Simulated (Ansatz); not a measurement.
Consider CdTe in the zinc blende structure (space group F-43m, No. 216; a = 6.489 Å).

The values are results of Ansatz (a first-principles code) PBEsol, no spin-orbit coupling, not measurements.

Base values:

| Item | Value |
|---|---|
| Volume per atom | 34.16 Å³ |
| Hole mass | 0.056, 0.51, 0.51 mₑ (at Γ) |

Modification: a hydrostatic pressure of 5 GPa.

### Question
How does this affect the volume per atom, mean gap deformation potential ΔEg/Δln V and hole mass?

### Answer
The volume per atom decreases by 3.133 Å³ (34.16 Å³ → 31.02 Å³); the mean gap deformation potential ΔEg/Δln V is -3.0 eV; the hole mass (degenerate bands, along [100]) becomes 0.072, 0.44, 0.44 mₑ (at Γ) (base: 0.056, 0.51, 0.51 mₑ (at Γ)).

With Te present, leaving out spin-orbit coupling can change the band edges. Load acts through the strain it causes; cell and atoms are relaxed under it. Effective masses come from finite differences of ±0.01 Å⁻¹. Stability against distortions was not tested. Measured, CdTe leaves this structure (for cinnabar) near 3.53 GPa (temperature not stated; as listed in Datta, Sujoy, Jana, Debnarayan, arXiv (2020)), on rising pressure, with hysteresis.
